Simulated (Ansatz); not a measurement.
Report: zincblende ZnSe (F-43m), biaxial stress in the (001) plane

Cell and atoms are relaxed with PBEsol to each stress (compression positive); bands and masses by PBEsol with spin-orbit coupling, rigid bands (plane waves, PAW; Ansatz, a program for electronic structure). Strains are changes of length against the unloaded cell.

```
CELL_PARAMETERS angstrom
      0.00000     2.81662     2.81662
      2.81662     0.00000     2.81662
      2.81662     2.81662     0.00000
ATOMIC_POSITIONS crystal
  Zn 0.00000 0.00000 0.00000
  Se 0.75000 0.75000 0.75000
```

```tsv
stress (GPa)	strain [001] (%)	strain [100] (%)	gap (eV)	mₑ* [001]	mₑ* [100]	mₕ* [001]	mₕ* [100]
-2.00	-3.34	2.75	0.938	0.091	0.097	0.26	0.63
-1.00	-1.58	1.32	1.030	0.096	0.099	0.44	0.67
0	0	0	1.114	0.100	0.100	0.66	0.66
1.00	1.44	-1.21	1.117	0.104	0.101	0.74	0.56
2.00	2.76	-2.35	1.113	0.107	0.101	0.75	0.42
```

[001] is the normal of the loaded plane; [010] strains as [100]. Masses are conductivity masses at 300 K in electron masses.

Question: From the two loads next to zero, find the biaxial modulus and the ratio of out-of-plane to in-plane strain.

Answer: Between -1.00 and 1.00 GPa the strain along [100] changes by -2.53 % and that along [001] by 3.02 %. The modulus is 2.00/0.0253 = 79 GPa and the ratio of the strains 1.19 (PBEsol, atoms relaxed). For a cubic (001) plane the ratio is 2C₁₂/C₁₁ and the modulus C₁₁ + C₁₂ − 2C₁₂²/C₁₁, which gives C₁₁ ≈ 89 GPa and C₁₂ ≈ 53 GPa.

Question: Is the response still linear at the largest tension?

Answer: The modulus predicts 2.53 % at -2.00 GPa; the table has 2.75 %, so the crystal is softer there.

Question: How fast does the gap move on either side of zero load?

Answer: Under tension, (1.030 − 1.114) eV over -1.00 GPa = 84 meV/GPa, or about -6.4 eV per unit strain; under compression, (1.113 − 1.114) eV over 2.00 GPa = -1 meV/GPa, or about 0.0 eV per unit strain. The two slopes part by 85 meV/GPa; gaps are resolved to about 0.01 eV, which allows 15 meV/GPa, so they differ.

Question: Take the carrier density and the relaxation time as fixed, so that ρ ∝ m*. What gauge factor (Δρ/ρ)/ε follows for current along [100] at the loads next to zero?

Answer: holes at 1.00 GPa: (0.56/0.66 − 1)/-0.0121 ≈ 13. These are means over a finite load; the small-strain gauge factor differs, most where the load has already emptied the upper valleys or bands. Carriers and loads whose mass moves by under 12 % aren't resolved and aren't listed. The change of shape, which adds a term of order 1 to 2, and that of the scattering between valleys or bands are left out.

Masses are those of dilute carriers in rigid bands with one relaxation time, without polarons. Third decimals of gaps are kept for the arithmetic. Every relaxation keeps the zincblende phase (space group I-4m2 under this load), so a transition, a distortion that breaks the symmetry or fracture can't show.
